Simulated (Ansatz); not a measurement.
Si vacancy in fluorite-type CoSi2 (start: the Si site; 96-site cell, 4×4×4 shifted sampling), charge 0. Computed with PBE, PAW (plane waves to 420 eV; Ansatz, a first-principles code).

| Item | Result |
|---|---|
| total energy of the defect cell | -204135.4641 eV |
| total energy of the perfect cell | -204773.4493 eV |
| μ(Si) in silicon, atoms added −1 | -635.8098 eV |
| Δμ(Si), Si-rich | 0.000 eV |

### Question
Work out the formation energy.

### Answer
E_f = E(defect) − E(perfect) − Σ n μ = 637.985 − (635.810) = 2.18 eV.
